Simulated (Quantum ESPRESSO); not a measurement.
Input and output of a self-consistent single point for Y₂Si₅Ni₃ (Ibam, 20 atoms in the cell) (Quantum ESPRESSO).

Computed with PBEsol, PSlibrary PAW (PBE) pseudopotentials (plane waves; Quantum ESPRESSO 7.5).

```
Y2Si5Ni3
1.0
   -4.79406     5.56961     2.82950
    4.79406    -5.56961     2.82950
    4.79406     5.56961    -2.82950
Y Si Ni
4 10 6
Cartesian
  2.52321   4.10948   0.00000
  2.27085   1.46013   2.82950
  7.31727   1.46013   0.00000
 -2.52321   4.10948   2.82950
  0.00000   0.00000   4.24425
  0.00000   0.00000   1.41475
  4.79406  -2.60123   1.41475
  0.00000   8.17084   1.41475
  4.79406   2.60123   1.41475
  0.00000   2.96838   1.41475
  1.46142   6.76719   0.00000
  3.33264  -1.19758   2.82950
  1.46142   4.37203   2.82950
  3.33264   1.19758   0.00000
  5.86803   4.07517   0.00000
 -1.07397   1.49444   2.82950
  1.07397   1.49444   0.00000
  3.72009   4.07517   2.82950
  0.00000   5.56961   1.41475
  4.79406   0.00000   1.41475
```

Reference input (self-consistent single point, DFT, PBEsol, plane waves, PSlibrary PAW (PBE) pseudopotentials): ecutwfc = 50 Ry; ecutrho = 350 Ry; occupations = smearing; smearing = marzari-vanderbilt; degauss = 0.0147 Ry; input_dft = pbesol; K_POINTS = automatic 4 4 4 1 1 1; conv_thr = 1e-11 Ry. This run's input differs from it in these lines:

```diff
@@ -16,3 +16,3 @@
     smearing = 'marzari-vanderbilt',
-    degauss = 0.0147,
+    degauss = 0.0018375,
     input_dft = 'pbesol',
```

Output (repeated stretches shortened):

```
     Self-consistent Calculation

     iteration #  1     ecut=    50.00 Ry     beta= 0.70

     total energy              =   -2669.69119179 Ry
     estimated scf accuracy    <       2.54690292 Ry

     iteration #  2     ecut=    50.00 Ry     beta= 0.70

     total energy              =   -2658.97816435 Ry
     estimated scf accuracy    <     171.24821131 Ry

     iteration #  3     ecut=    50.00 Ry     beta= 0.70

     total energy              =   -2671.47412116 Ry
     estimated scf accuracy    <       1.39265072 Ry

   [... 13 blocks of this kind left out ...]

     iteration # 17     ecut=    50.00 Ry     beta= 0.70

     total energy              =   -2671.62036381 Ry
     estimated scf accuracy    <          7.0E-11 Ry

     iteration # 18     ecut=    50.00 Ry     beta= 0.70
     End of self-consistent calculation

     the Fermi energy is    12.3245 ev

!    total energy              =   -2671.62036381 Ry
     estimated scf accuracy    <          7.5E-12 Ry
     smearing contrib. (-TS)   =      -0.00001533 Ry
     internal energy E=F+TS    =   -2671.62034849 Ry

     convergence has been achieved in  18 iterations

     Forces acting on atoms (cartesian axes, Ry/au):

     atom    1 type  1   force =     0.00039819   -0.00034524    0.00000000
     atom    2 type  1   force =    -0.00039819    0.00034524    0.00000000
     atom    3 type  1   force =     0.00039819    0.00034524   -0.00000000
     atom    4 type  1   force =    -0.00039819   -0.00034524   -0.00000000
     atom    5 type  2   force =     0.00000000    0.00000000    0.00000000
   [... lines left out ...]

     Total force =     0.009344     Total SCF correction =     0.000007

          total   stress  (Ry/bohr**3)                   (kbar)     P=      -45.54
  -0.00033049   0.00000000   0.00000000          -48.62        0.00        0.00
   0.00000000  -0.00033685   0.00000000            0.00      -49.55        0.00
   0.00000000  -0.00000000  -0.00026134            0.00       -0.00      -38.44

   JOB DONE.
```

The run converged in 18 iterations. Against the reference run the free energy hardly moves (within 1 meV/atom), the pressure hardly changes (-4.52 to -4.55 GPa) and the largest force goes from 0.090 to 0.099 eV/Å.

The starting cell comes from a database of computed structures (which also holds hypothetical and non-ambient phases and stackings), without a prior relaxation at this level. Spin polarisation is off. With a pressure of about -5 GPa the cell is away from its equilibrium volume at this level.

Cost on one core of a shared machine: roughly 10 min.
